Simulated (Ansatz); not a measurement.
Start from ZrS2 in the fluorite structure (space group Fm-3m, No. 225; a = 6.2562 Å; a hypothetical phase, not in the database extracts checked).

Levels (all Ansatz, a first-principles code, PAW): r2SCAN (500 eV, no spin-orbit coupling); HSE06+SOC (420 eV, noncollinear with spin-orbit coupling).

The geometry is relaxed with r2SCAN.

| Property | Value |
|---|---|
| r2SCAN lowest conduction level above the VBM at special points | Γ 0.13 eV; X 0.22 eV; L 0.61 eV |

Task: What does HSE06+SOC give at this geometry for the lowest conduction level above the VBM at special points?

Result: The lowest conduction level above the VBM at special points becomes Γ 0.59 eV; X 0.64 eV; L 1.10 eV (r2SCAN: Γ 0.13 eV; X 0.22 eV; L 0.61 eV).

Single points use the geometry relaxed with r2SCAN. HSE06 gaps are upper bounds (no full band path). Differences between runs with and without spin-orbit coupling are approximate. The levels and masses belong to the bands next to the band gap. No phonon test of stability was made.
